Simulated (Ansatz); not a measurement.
The parent structure is HgS in the rock salt structure (space group Fm-3m, No. 225; a = 5.452 Å; a model cell, its experimental status unchecked).

Levels (all Ansatz, a quantum-chemistry and plane-wave program, PAW): PBEsol (420 eV, no SOC); PBEsol+SOC (420 eV, noncollinear with spin-orbit coupling).

The geometry is relaxed with PBEsol.

```
Quantity          Result
---------------  -------
PBEsol pressure  0.0 GPa
```

With PBEsol+SOC at the same geometry, the pressure goes from zero to -0.7 GPa.

Single points use the geometry relaxed with PBEsol. The spin-orbit shifts are approximate. No phonon test of stability was made. The runs without spin-orbit coupling are not spin-polarised. This is not the structure that HgS has at room temperature and ambient pressure.
